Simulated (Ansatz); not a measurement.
Given:

```xyz
2
Lattice="0.0000 2.5550 2.5915 2.5550 0.0000 2.5915 2.5550 2.5550 0.0000" Properties=species:S:1:pos:R:3 pbc="T T T"
Sr     0.0000     0.0000     0.0000
O      2.5550     2.5550     2.5915
```

The numbers are results of r2SCAN, rigid bands (plane waves, PAW, scalar-relativistic; Ansatz, a program for electronic structure), not measurements. Condition of this run: uniaxial stress along [001] of -1.8 GPa (compression positive) (the target of the relaxation). How the cell was made: cell and atoms relaxed with PBEsol, then loaded as said.

Q: Predict the electron conductivity mass (n e² τ/σ) at 300 K, by direction if it differs.

A: 0.58 (x), 0.58 (y), 0.42 (z) mₑ.

Q: What conductivity effective mass do dilute holes have at 300 K?

A: 1.00 (x), 1.00 (y), 3.6 (z) mₑ.

Q: And the band gap?

A: 3.76 eV at this level; semilocal functionals usually fall short of the measured gap.

Rigid bands, one relaxation time for all states, no polarons. Spin-orbit coupling is left out; where it splits the top of the valence band it changes the hole mass and lowers the gap by about a third of the splitting. Geometry: cell and atoms relaxed with PBEsol.
